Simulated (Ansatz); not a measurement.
Base system: HgS in the zinc blende structure (space group F-43m, No. 216; a = 5.9918 Å).

Computed with plane-wave PAW DFT at the PBE level (Ansatz, a program for electronic structure, 420 eV), no spin-orbit coupling.

Base values:

The pressure is 0.0 GPa and the band gap is zero.

Now apply this change: an isotropic linear strain of +4.97 %; the atoms relax in the strained cell.

Q: What happens to the energy relative to the base?

A: The energy grows by 78 meV/atom.

Q: Predict the new pressure.

A: The pressure goes from zero to -5.1 GPa.

Q: What happens to the band gap?

A: The band gap stays zero.

A case with no gap was solved on a k-mesh chosen for an insulator, which is coarse for it. With Hg present, leaving out spin-orbit coupling can change the band edges. Whether these cells are dynamically stable was not tested. All final runs are without spin polarisation. A zero or small gap of HgS can be the functional's error rather than a property of the material.
